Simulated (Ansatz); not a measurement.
Functionals compared on the (32-50) surface of hcp Zn in its 1x1 cell, outermost plane spacing 0.17 Å in the ideal cut, in Ansatz (plane waves, PAW). The structure was relaxed with PBE; the other rows are single points on it. Cutoff 420 eV (500 eV for r2SCAN).

Slab: 42 atoms, 10.7 Å thick at the start; k 8x4x1, smearing 0.1 eV, dipole-corrected; all atoms relaxed; held to the start's symmetry, so lower structures may exist; no spin, no spin-orbit, no U. These notes are the PBE run's.

```tsv
functional	work function of the top face (eV)	rough cost of the single point
PBE	4.14	–
LDA	4.45	very roughly 18 core-minutes
PBEsol	…	very roughly 22 core-minutes
RPBE	3.99	about 23 core-minutes (a rough figure)
r2SCAN	4.21	very roughly 50 core-minutes
```

Some entries are withheld; supply them.


- PBEsol, work function of the top face (eV): 4.23

Ansatz is a quantum-chemistry and plane-wave program.
